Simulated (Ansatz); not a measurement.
Results of LDA in Ansatz (plane waves, PAW) for HfV₂ (Fd-3m, No. 227).

Numerical settings: plane-wave cutoff 500 eV, 14×14×14 k mesh, Fermi–Dirac smearing 0.1 eV, no spin polarisation, scalar-relativistic PAW data made under PBE.

Computed at the level's own relaxed cell.

Problem. Estimate the volume per atom and lattice constant a that the calculation returns.

Solution. 
- volume per atom = 15.19 Å³/atom
- lattice constant a = 7.144 Å

The run finds no gap.

Note: the relaxation could not lower the start's symmetry, so the cell can be a saddle point above a distorted one; the volume lies 8 % below that of the published cell.

Spin–orbit coupling is not included.

The computed numbers hold no vibrational or temperature effects.

The result took very roughly 2.6 core-minutes.

Ansatz is an electronic-structure program.
